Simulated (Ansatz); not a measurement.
## Effective masses and thermopower of MgO (Fm-3m)

Input:

```yaml
crystal:
  lattice:
    - [0.00000, 2.08401, 2.08401]
    - [2.08401, 0.00000, 2.08401]
    - [2.08401, 2.08401, 0.00000]
  atoms:
    - { symbol: Mg, position: [0.00000, 0.00000, 0.00000] }
    - { symbol: O, position: [0.50000, 0.50000, 0.50000] }
```

These are r2SCAN, rigid bands (plane waves, PAW, scalar-relativistic; Ansatz, a first-principles code) values and carry that method's errors. Condition of this run: hydrostatic pressure 5 GPa (the target of the relaxation). Cell: cell and atoms relaxed with r2SCAN, then loaded as said.

```json
{
  "band_gap": "5.97 eV",
  "electron conductivity mass (300 K, dilute)": "0.38 mₑ",
  "hole conductivity mass (300 K, dilute)": "2.2 mₑ",
  "effective density of states N_c (300 K)": "5.9e18 cm⁻³",
  "effective density of states N_v (300 K)": "2.9e20 cm⁻³",
  "density_of_states_mass_electrons": "0.38 mₑ",
  "density_of_states_mass_holes": "5.1 mₑ",
  "Seebeck coefficient, n-type 1e19 cm⁻³, 300 K": "-181 μV/K",
  "best n-type power factor at 300 K for τ = 10 fs (best axis; densities from 1e16 to 1e21 cm⁻³ tried, whether or not they can be reached)": "2.5 μW/(cm·K²) at 3e19 cm⁻³",
  "Seebeck coefficient, p-type 1e19 cm⁻³, 300 K": "502 μV/K"
}
```

Rigid bands; masses and Seebeck coefficients take one relaxation time τ for all states and one kind of carrier; polarons and phonon drag are left out. Spin-orbit coupling is left out.
